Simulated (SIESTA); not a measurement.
Troubleshooting SIESTA: a failed run on LiMn3CrO8 (C2/m, 13 atoms in the cell). The aim is a self-consistent single point with DFT, GGA PBEsol, numerical atomic orbitals DZP, PseudoDojo PBEsol standard norm-conserving potentials (rewritten from UPF to PSML).

Cell that was meant: a = 5.8553 Å, b = 5.8553 Å, c = 6.1221 Å, α = 118.71°, β = 118.71°, γ = 59.84°.

Part of the input:

```
  13 +0.00
%endblock DM.InitSpin

MaxSCFIterations             3
SCF.MustConverge             false
SCF.Mixer.Method             Broyden
SCF.Mixer.Weight             0.1
SCF.Mixer.History            8
```

Output (repeated stretches shortened):

```
        iscf     Eharris(eV)        E_KS(eV)     FreeEng(eV)     dDmax    Ef(eV) dHmax(eV)
   scf:    1   -14692.449003   -14956.963148   -14956.975475  0.767885 -0.699362 61.604432
     spin moment: {S} , |S| = {        0.0        0.0   11.78797 }    11.78797
   scf:    2   -15048.325053   -15036.932076   -15036.932076  0.702445 -2.900894 29.596217
     spin moment: {S} , |S| = {        0.0        0.0   12.00000 }    12.00000
   scf:    3   -15089.195091   -15066.520633   -15066.520633  0.134205 -3.657606 16.899947
     spin moment: {S} , |S| = {        0.0        0.0   12.00000 }    12.00000
SCF_NOT_CONV: SCF did not converge  in maximum number of steps.
SCF_NOT_CONV: SCF did not converge  in maximum number of steps.
Geom step, scf iteration, dDmax, dHmax:    0     3      0.134205     1.242123
Geom step, scf iteration, dDmax, dHmax:    0     3      0.134205     1.242123

Using DM_out to compute the final energy and forces

   [... lines left out ...]
siesta: FreeEng =    -15066.520633
siesta: Cell volume =        151.051227 Ang**3
siesta:        -214.68057936       -313.77919981  kBar
   [... lines left out ...]
   [... 13 lines left out ...]

mulliken: Qtot =       49.000

Mulliken Atomic Populations:
Atom #   charge [q] valence [e]      Sz [e]  Species
     1    -0.072393    3.072393   -0.031047  Li
     2     1.823687   13.176313    3.230565  Mn
     3     1.800512   13.199488    3.222550  Mn
     4     1.800512   13.199488    3.222550  Mn
     5     1.341399   12.658601    2.666076  Cr
     6    -0.855909    6.855909   -0.034687  O
     7    -0.855909    6.855909   -0.034687  O
     8    -0.855909    6.855909   -0.034687  O
     9    -0.855909    6.855909   -0.034687  O
    10    -0.817010    6.817010   -0.051074  O
    11    -0.817010    6.817010   -0.051074  O
    12    -0.818030    6.818030   -0.034897  O
    13    -0.818030    6.818030   -0.034897  O
 Total    -0.000000               12.000000
```

Question: Find the mistake and give the fix.

Answer: The fault is an iteration limit that is too low, with the stop on failure switched off. The program then goes on with a density that is not self-consistent. To fix it, raise the limit and let the run stop on failure. The run ended unconverged after 3 iterations.

The sound input it was made from differs as follows (other fixes are possible):
```diff
-MaxSCFIterations             3
-SCF.MustConverge             false
+MaxSCFIterations             150
```

With that input, the run converged in 26 iterations: free energy E − TS -15081.9262 eV; top of the valence band (on the code's own zero) -5.38 eV; gap on the k-point mesh 0.18 eV; pressure -9.34 GPa; largest force (vector length) 0.534 eV/Å (DFT, GGA PBEsol, numerical atomic orbitals DZP, PseudoDojo PBEsol standard norm-conserving potentials (rewritten from UPF to PSML)).

On the sound input: the starting cell comes from a database of computed structures (which also holds hypothetical and non-ambient phases and stackings), without a prior relaxation at this level. The magnetic order is the one reached from the typed start; others were not searched systematically. Values carry the incompleteness of an atom-centred basis. With a pressure of about -9 GPa the cell is away from its equilibrium volume at this level.
